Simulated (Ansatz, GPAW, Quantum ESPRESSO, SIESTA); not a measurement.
**Code comparison for Mg6ZnB (Amm2, 8 atoms in the cell)**

Self-consistent single point, at a second geometry (lattice scaled by 0.98). First geometry:

```yaml
crystal:
  lattice:
    - [3.88560, 0.00000, 0.00000]
    - [0.00000, 4.04725, 4.88495]
    - [0.00000, -4.04725, 4.88495]
  atoms:
    - { symbol: Mg, position: [0.50000, 0.95351, 0.31021] }
    - { symbol: Mg, position: [0.50000, 0.31021, 0.95351] }
    - { symbol: Mg, position: [0.50000, 0.87251, 0.87251] }
    - { symbol: Mg, position: [0.00000, 0.61674, 0.15368] }
    - { symbol: Mg, position: [0.00000, 0.15368, 0.61674] }
    - { symbol: Mg, position: [0.00000, 0.64036, 0.64036] }
    - { symbol: Zn, position: [0.50000, 0.42964, 0.42964] }
    - { symbol: B, position: [0.00000, 0.02337, 0.02337] }
```

Shared settings, as Ansatz (a program for electronic structure) writes them: kpoints.mp_grid.grid = 5 3 3; scf.occupations.method = fermi_dirac; scf.occupations.width = 0.1 eV. Potentials and cutoffs stand in the table.

```
code                                                                                                                                      model  ΔF from the first geometry (meV/atom)  pressure (GPa)  largest force (eV/Å)       cutoff
----------------  -----------------------------------------------------------------------------------------------------------------------------  -------------------------------------  --------------  --------------------  -----------
GPAW                                                                                      PBEsol, GPAW PAW datasets PBEsol (made by gpaw-setup)                                    3.4               –                 0.208       900 eV
Ansatz                                                                                                          PBEsol, PAW files made with PBE                                    3.2            2.08                 0.210      default
SIESTA            GGA PBEsol, numerical atomic orbitals DZP, PseudoDojo PBEsol standard norm-conserving potentials (rewritten from UPF to PSML)                                   12.6            3.88                 0.416  grid 400 Ry
Quantum ESPRESSO                                                          PBEsol, PseudoDojo standard norm-conserving (PBESOL) pseudopotentials                                    3.6            2.15                 0.221        85 Ry
```

Size of the force on each atom (eV/Å): Sizes of forces hide their directions.

```tsv
code	Mg1	Mg2	Mg3	Mg4	Mg5	Mg6	Zn7	B8
GPAW	0.086	0.086	0.125	0.187	0.187	0.208	0.013	0.129
Ansatz	0.082	0.082	0.118	0.188	0.188	0.210	0.012	0.123
SIESTA	0.416	0.416	0.399	0.375	0.375	0.185	0.053	0.263
Quantum ESPRESSO	0.087	0.087	0.119	0.197	0.197	0.221	0.011	0.128
```

A dash marks a value that a program does not give, or that is left out as unsure.

The spread over the programs that give each value: ΔF from the first geometry within 9.4 meV/atom; pressure within 1.80 GPa; largest force within 0.208 eV/Å.

SIESTA uses small atom-centred bases, whose incompleteness enters pressures, forces and empty levels differently from a plane-wave cutoff. Ansatz's pressure is given at a fixed set of plane waves, as the other plane-wave codes print theirs. The pressure of GPAW is left out: its cutoff lies under the one at which its stress was checked. In the pressure, SIESTA (by 1.77) lies more than 1 GPa from the median of the plane-wave programs. In the force vectors, SIESTA (by 0.351) lies more than 0.08 eV/Å from the median of the plane-wave programs.

The shared mesh is coarse (it stands for a supercell whose shortest vector is 19 Å), so the values are not converged in it.

The starting cell comes from a database of computed structures (which also holds hypothetical and non-ambient phases and stackings), without a prior relaxation at this level. For this run, on top of that: lattice scaled by 0.98.

Left out of this page: ABINIT (with a known weakness of the program); CP2K (unsound by tests on forces, stress, charge or solver warnings).

Keys are those of Ansatz 0.2.
